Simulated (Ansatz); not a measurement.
## What biaxial strain −0.98 %, plane normal [111], relaxed out of plane does to NiO

Start from NiO in the rock salt structure (space group Fm-3m, No. 225; a = 4.191 Å; ferromagnetic). Axes: x, y, z lie along the cube axes.

Perturbation: compressive biaxial strain of 0.98 % in the plane normal to [111], as in epitaxy on a mismatched substrate; the out-of-plane cell vector and the atoms relax.

All numbers come from r2SCAN in Ansatz (plane waves to 500 eV, PAW, no spin-orbit coupling), earlier PAW set. Settings: 13×13×13 k-points, 0.05 eV Fermi–Dirac smearing.

| quantity | base | changed | shift |
|---|---|---|---|
| volume per atom | 9.20 Å³ | 9.11 Å³ | -0.09 Å³ |
| space group | Fm-3m (No. 225) | R-3m (No. 166) | – |
| shortest interatomic distance | 2.095 Å | 2.088 Å | -0.007 Å |
| energy relative to the base (free energy F) | 0 meV/atom | +1.8 meV/atom | +1.8 meV/atom |
| pressure (mean of the normal stresses, compression positive) | 0.00 GPa | 2.19 GPa | +2.19 GPa |
| band gap | 0.85 eV | 0.81 eV | -0.050 eV |
| gap character | – | indirect, L → Γ | – |
| smallest direct gap | 1.74 eV | 1.74 eV | 0.00 eV |
| magnetic state | ferromagnetic | ferromagnetic | – |
| largest site moment | 1.67 μB | 1.67 μB | 0.00 μB |
| out-of-plane strain | – | +0.97 % | – |
| ratio −ε⊥/ε∥ | – | 0.99 | – |
| mean in-plane stress (compression positive) | – | +3.3 GPa | – |

Final structure (turned so that z lies along the plane normal):

```
CELL_PARAMETERS angstrom
      2.93414     0.00000     0.00000
      1.46707     2.54104     0.00000
      1.46707    -0.84701     2.44280
ATOMIC_POSITIONS crystal
  O  0.00000 0.00000 0.00000
  Ni 0.00000 0.50000 0.50000
```

Stability against distortions was not tested. No Hubbard U is applied and the magnetic state is the run's own (NiO ferromagnetic); small cells can't hold the antiferromagnetic order that many such compounds have, so gaps and moments can be off. Where the two band edges lie in opposite spin channels, the gap is a spin-flip gap. In its common phase, real NiO is an antiferromagnetic insulator at low temperature. k-point labels follow each cell's own Brillouin zone.

Ansatz is an electronic-structure program.
